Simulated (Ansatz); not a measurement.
We consider zinc-blende BeS, described by PBE0-D3(BJ) in Ansatz (plane waves, PAW).

Run with plane-wave cutoff 460 eV, 10×10×10 k mesh, Fermi–Dirac smearing 0.01 eV, scalar-relativistic PAW data made under PBE.

Properties against volume:

```tsv
V (Å³/atom)	P (GPa)	direct gap at Γ (eV)	smallest gap on the k mesh (eV)
13.048	6.46	7.546	4.543
13.391	3.24	7.567	4.612
13.734	0.39	7.584	4.676
14.223	-3.14	7.602	4.759
14.421	-4.41	7.608	4.790
```

The fundamental gap (4.68 eV at the equilibrium volume, on the SCF mesh) lies elsewhere than Γ–Γ.

Ansatz is a first-principles code.
